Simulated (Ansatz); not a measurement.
**Competing hops of In-vacancy pair in wurtzite AlN, charge state -3**

System: In-vacancy pair (In on one host Al site, one Al site vacant) in wurtzite AlN (charge state -3). Calculation: PBE, PAW (plane waves to 420 eV; Ansatz, an electronic-structure program).

Cell of 72 host sites held at the relaxed PBE lattice; the Γ point alone; Fermi-Dirac width 0.01 eV, spin-restricted; finite-size errors left in. No zero-point or tunnelling terms. The charge state is imposed; whether it is stable for some Fermi level was not computed. Forms of the defect that were not tried may lie lower.

Barriers: single points on a 2×2×2 k-point mesh shifted by half a step along c at the bands' geometries (they differ from the bands' own by up to 0.19 eV, and are uncertain by about as much).

```json
[
 {"Route": "the In atom itself jumps into the vacancy (In-vacancy distance between ideal sites 3.09 Å throughout)", "Start site over the lowest site run (eV)": "0.00", "Hop (Å)": "2.68", "Forward barrier (eV)": "1.14", "Backward barrier (eV)": "0.80", "Neighbours at the start": "N at 2.07, N at 2.11, 2 N at 2.18 Å", "Neighbours at the saddle": "N at 1.99, N at 2.10, 2 N at 2.49 Å", "Saddle order": "not checked, on a symmetry element", "Forward, on the band's own sampling (eV)": "1.10"},
 {"Route": "one Al atom jumps into the vacancy from a nearby Al site (In-vacancy distance between ideal sites 3.09 → 4.40 Å)", "Start site over the lowest site run (eV)": "0.00", "Hop (Å)": "3.04", "Forward barrier (eV)": "2.17", "Backward barrier (eV)": "2.01", "Neighbours at the start": "N at 1.80, N at 1.91, N at 1.92, N at 1.94 Å", "Neighbours at the saddle": "N at 1.77, N at 2.04, N at 2.18, N at 2.28 Å", "Saddle order": "not checked", "Forward, on the band's own sampling (eV)": "2.36"},
 {"Route": "one Al atom jumps into the vacancy from a nearby Al site (In-vacancy distance between ideal sites 3.09 → 5.40 Å)", "Start site over the lowest site run (eV)": "0.00", "Hop (Å)": "3.01", "Forward barrier (eV)": "2.18", "Backward barrier (eV)": "2.15", "Neighbours at the start": "N at 1.80, 2 N at 1.91, N at 1.94 Å", "Neighbours at the saddle": "N at 1.78, N at 2.13, N at 2.20, N at 2.24, N at 2.26 Å", "Saddle order": "not checked", "Forward, on the band's own sampling (eV)": "2.31"}
]
```

Paths come from CI-NEB runs. Of the routes that converged and passed our checks, the lowest saddle point lies 1.14 eV above the lowest of the sites run (the In atom itself jumps into the vacancy (In-vacancy distance between ideal sites 3.09 Å throughout)); other sites, such as split forms, and other routes may lie lower. A band can be held on a symmetry element, so unchecked saddle points there may be too high.
